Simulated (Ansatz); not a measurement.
## Worked sum: formation energy of the neutral Al_Si in SiC (4H, P6₃mc)

Consider the formation energy of the neutral Al_Si in SiC (4H, P6₃mc). Reaction: 100 SiC (4H) + Al (fcc) → cell A + Si (diamond).

A: a supercell of 200 sites of SiC (4H, P6₃mc) with Al on a Si site (4 C at 1.98 Å); an odd number of electrons; spin state with PBE: no moments.

Setting: static, neutral cells in Ansatz (PAW) whose structures rest at the PBE level. Ansatz (a quantum-chemistry and plane-wave program) runs with its default PAW set. Other levels take these structures. The lattices are those relaxed with PBE, so at other levels the solids can be strained, which adds to the spread. Larger cells are relaxed from a start prepared with the learned potential CHGNet, on a coarser mesh till forces fall under 0.03 eV/Å, which some starts already meet. A dispersion term (D3(BJ), or D4 for r2SCAN) was computed beside these levels and is taken off wherever the name lacks it. The PAW files were made for PBE and serve at the other functionals too. Space groups of crystals are read within 0.01 Å. Mesh and cell size may move defect energies by 0.1 eV or more. The value holds for the reservoirs listed; other chemical potentials shift it. Cell A has symmetry P3m1 within 0.02 Å and got no random move, so less symmetric positions, which may lie lower, weren't tried.

Total energies of the cells in eV, at zero smearing width. They compare only within one column; the weights balance every element.

```json
[
 {"cell": "A: SiC:Al_Si", "atoms": "200", "weight": "+1", "r2SCAN": "-89032.71098", "PBE+D3(BJ)": "-88675.44239"},
 {"cell": "Si (diamond)", "atoms": "2", "weight": "+1/2", "r2SCAN": "-1278.13039", "PBE+D3(BJ)": "-1272.23499"},
 {"cell": "SiC (4H)", "atoms": "200", "weight": "−1", "r2SCAN": "-89133.00991", "PBE+D3(BJ)": "-88775.45297"},
 {"cell": "Al (fcc)", "atoms": "1", "weight": "−1", "r2SCAN": "-540.40590", "PBE+D3(BJ)": "-537.84002"}
]
```

r2SCAN: (-89032.71098) + 1/2 × (-1278.13039) − (-89133.00991) − (-540.40590) = 1.640 eV.

PBE+D3(BJ): (-88675.44239) + 1/2 × (-1272.23499) − (-88775.45297) − (-537.84002) = 1.733 eV.

What follows from the r2SCAN value: With the reservoirs of the reaction as written, and without entropy terms or charged states, the share of sites that hold the defect in equilibrium is exp(−1.64 eV/k_BT) = 5.4×10^-9 at 1000 K.
